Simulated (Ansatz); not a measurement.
The reference is MgSe in the rock salt structure (space group Fm-3m, No. 225; a = 5.391 Å). Axes: x, y, z lie along the cube axes.

Perturbation: biaxial strain −2.50 %, plane normal [111], relaxed out of plane (Cartesian); in-plane vectors clamped, the third vector and the atoms free.

Level of theory: plane-wave PAW DFT at the LDA level (Ansatz, a first-principles code, 420 eV), scalar-relativistic without spin-orbit coupling.

Give the band edges at the high-symmetry points of the new zone, measured from its valence-band maximum.


| point | valence edge (eV) | conduction edge (eV) |
|---|---|---|
| Γ | 0.00 | 2.67 |
| T | -0.60 | 3.94 |
| H₂ | -2.94 | 4.50 |
| H₀ | -2.94 | 4.50 |
| L | -0.76 | 3.53 |
| S₀ | -1.88 | 2.73 |
| S₂ | -1.88 | 2.73 |
| F | -1.92 | 1.61 |

The gap is 1.61 eV, indirect, Γ → F.

Stability against distortions was not tested. Labels are those of the standard path for the cell's own space group.
